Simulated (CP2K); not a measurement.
## A self-consistent single point of InSe (P-6m2, 8 atoms in the cell) with CP2K

Method of the run: CP2K 2026.2 with LDA (Pade form), GPW, DZVP-MOLOPT-SR-GTH basis, GTH-PADE potentials (GTH_POTENTIALS).

Input:

```
&GLOBAL
  PROJECT scf
  RUN_TYPE ENERGY_FORCE
  PRINT_LEVEL LOW
&END GLOBAL
&FORCE_EVAL
  METHOD Quickstep
  STRESS_TENSOR ANALYTICAL
  &DFT
    BASIS_SET_FILE_NAME BASIS_MOLOPT
    POTENTIAL_FILE_NAME GTH_POTENTIALS
    &QS
      METHOD GPW
      EPS_DEFAULT 1E-11
    &END QS
    &MGRID
      CUTOFF 500
      REL_CUTOFF 40
      NGRIDS 5
    &END MGRID
    &SCF
      SCF_GUESS ATOMIC
      EPS_SCF 1E-6
      MAX_SCF 100
      ADDED_MOS 13
      &DIAGONALIZATION
        ALGORITHM STANDARD
      &END DIAGONALIZATION
      &MIXING
        METHOD BROYDEN_MIXING
        ALPHA 0.4
        NBUFFER 10
      &END MIXING
      &SMEAR ON
        METHOD FERMI_DIRAC
        ELECTRONIC_TEMPERATURE [K] 116.05
      &END SMEAR
    &END SCF
    &KPOINTS
      SCHEME MONKHORST-PACK 5 5 1
    &END KPOINTS
    &XC
      &XC_FUNCTIONAL PADE
      &END XC_FUNCTIONAL
    &END XC
    &PRINT
      &MO
        EIGENVALUES T
        OCCUPATION_NUMBERS T
        NDIGITS 8
        FILENAME mo
        &EACH
          QS_SCF 0
        &END EACH
        ADD_LAST NUMERIC
      &END MO
      &MULLIKEN OFF
      &END MULLIKEN
    &END PRINT
  &END DFT
  &SUBSYS
    &CELL
      ABC 4.04733000 4.04733035 18.05206000
      ALPHA_BETA_GAMMA 90.00000000 90.00000000 119.99999715
      PERIODIC XYZ
    &END CELL
    &COORD
      In       0.00000000     0.00000000    10.42307892
      In       0.00000000     0.00000000     7.62898108
      In      -0.00000202     2.33672850    16.65501108
      In      -0.00000202     2.33672850     1.39704892
      Se       2.02366702     1.16836250    15.39840718
      Se       2.02366702     1.16836250     2.65365282
      Se      -0.00000202     2.33672850    11.68004386
      Se      -0.00000202     2.33672850     6.37201614
    &END COORD
    &KIND In
      BASIS_SET DZVP-MOLOPT-SR-GTH-q13
      POTENTIAL GTH-PADE-q13
    &END KIND
    &KIND Se
      BASIS_SET DZVP-MOLOPT-SR-GTH-q6
      POTENTIAL GTH-PADE-q6
    &END KIND
  &END SUBSYS
  &PRINT
    &FORCES ON
    &END FORCES
    &STRESS_TENSOR ON
    &END STRESS_TENSOR
  &END PRINT
&END FORCE_EVAL
```

Output, abridged:

```
 GLOBAL| Method name                                                        CP2K
 GLOBAL| Project name                                                        scf
 GLOBAL| Run type                                                   ENERGY_FORCE

 TOTAL NUMBERS AND MAXIMUM NUMBERS

  Total number of            - Atomic kinds:                                   2
                             - Atoms:                                          8
                             - Shell sets:                                     8
                             - Shells:                                        48
                             - Primitive Cartesian functions:                 40
                             - Cartesian basis functions:                    176
                             - Spherical basis functions:                    152

  Maximum angular momentum of- Orbital basis functions:                        3
                             - Local part of the GTH pseudopotential:          0
                             - Non-local part of the GTH pseudopotential:      4

 SCF PARAMETERS         Density guess:                                    ATOMIC
                        max_scf:                                             100
                        max_diis:                                              4
                        eps_scf:                                        1.00E-06
                        eps_diis:                                       1.00E-01
                        eps_eigval:                                     1.00E-05
                        level_shift [a.u.]:                             0.000000
                        added MOs                                        13    0
                        Mixing method:                            BROYDEN_MIXING
                                                charge density mixing in g-space
                        Smear method:                                FERMI_DIRAC
                        Electronic temperature [K]:                        116.0
                        Electronic temperature [a.u.]:                  3.68E-04
                        Accuracy threshold:                             1.00E-10
                        No outer SCF

 Extrapolation method: initial_guess

 Number of electrons:                                                         76
 Number of occupied orbitals:                                                 38
 Number of molecular orbitals:                                                51

 Number of orbital functions:                                                152
 Number of independent orbital functions:                                    152

 SCF WAVEFUNCTION OPTIMIZATION

  Step     Update method      Time    Convergence         Total energy    Change
     1 NoMix/Diag. 0.40E+00      -     1.15885726      -263.7602724258 -2.64E+02
     2 Broy./Diag. 0.40E+00      -     0.11144564      -264.1714556120 -4.11E-01
     3 Broy./Diag. 0.40E+00      -     0.03930802      -263.8603697512  3.11E-01
     4 Broy./Diag. 0.40E+00      -     0.01072113      -263.6191248208  2.41E-01
     5 Broy./Diag. 0.40E+00      -     0.00175207      -263.5726673662  4.65E-02
     6 Broy./Diag. 0.40E+00      -     0.00069426      -263.5925396594 -1.99E-02
     7 Broy./Diag. 0.40E+00      -     0.00017606      -263.5937825832 -1.24E-03
     8 Broy./Diag. 0.40E+00      -     0.00002858      -263.5936942817  8.83E-05
     9 Broy./Diag. 0.40E+00      -     0.00002879      -263.5937171778 -2.29E-05
    10 Broy./Diag. 0.40E+00      -     0.00002536      -263.5937294414 -1.23E-05
    11 Broy./Diag. 0.40E+00      -     0.00001284      -263.5937003134  2.91E-05
    12 Broy./Diag. 0.40E+00      -     0.00000977      -263.5937016429 -1.33E-06
    13 Broy./Diag. 0.40E+00      -     0.00000069      -263.5937075116 -5.87E-06

  *** SCF run converged in    13 steps ***

  Electronic density on regular grids:        -75.9999999991        0.0000000009
  Core density on regular grids:               75.9999999990       -0.0000000010
  Total charge density on r-space grids:       -0.0000000001
  Total charge density g-space grids:          -0.0000000001

  Overlap energy of the core charge distribution:               0.00000000185700
  Self energy of the core charge distribution:               -439.45421724063863
  Core Hamiltonian energy:                                    129.14473444472225
  Hartree energy:                                              84.11347770019572
  Exchange-correlation energy:                                -37.39770241775405
  Electronic entropic energy:                                  -0.00000000000011
  Fermi energy:                                                 0.11260243497341

  Total energy:                                              -263.59370751161782
  Total energy (extrapolated to T->0):                       -263.59370751161777

 ENERGY| Total FORCE_EVAL ( QS ) energy [hartree]           -263.593714894218806

 FORCES| Atomic forces [hartree/bohr]
 FORCES|   Atom     x               y               z               |f|
 FORCES|      1 -1.95097742E-07  1.21874138E-07 -1.44691773E-03   1.44691775E-03
 FORCES|      2 -1.95099647E-07  1.20872999E-07  1.44691725E-03   1.44691727E-03
 FORCES|      3 -1.88450522E-06  1.09800415E-06  1.47351756E-03   1.47351917E-03
 FORCES|      4 -1.88450469E-06  1.09672930E-06 -1.47351700E-03   1.47351861E-03
 FORCES|      5 -3.78239338E-07  2.05610426E-07  1.29271048E-03   1.29271055E-03
 FORCES|      6 -3.78239330E-07  2.06413047E-07 -1.29271107E-03   1.29271114E-03
 FORCES|      7  1.91911750E-07 -1.16794949E-07 -1.28295840E-03   1.28295842E-03
 FORCES|      8  1.91912329E-07 -1.16228424E-07  1.28295891E-03   1.28295893E-03
 FORCES| Sum    -4.53186189E-06  2.61648068E-06  4.84057239E-14
 FORCES| Total atomic force                                       5.23294786E-06

 STRESS| Analytical stress tensor [bar]
 STRESS|                        x                   y                   z
 STRESS|      x       -1.84833543467E+04  -2.95639062772E+00  -1.32931328020E-07
 STRESS|      y       -2.95639062772E+00  -1.84868354562E+04   2.35945122260E-04
 STRESS|      z       -1.32931328020E-07   2.35945122260E-04  -1.70312693598E+04
 STRESS| 1/3 Trace                                            -1.80004863876E+04
```

The run converged in 13 iterations.

The starting cell comes from a database of computed structures (which also holds hypothetical and non-ambient phases and stackings), without a prior relaxation at this level. Values carry the incompleteness of an atom-centred basis.

Cost on one core of a shared machine: roughly 40 s.
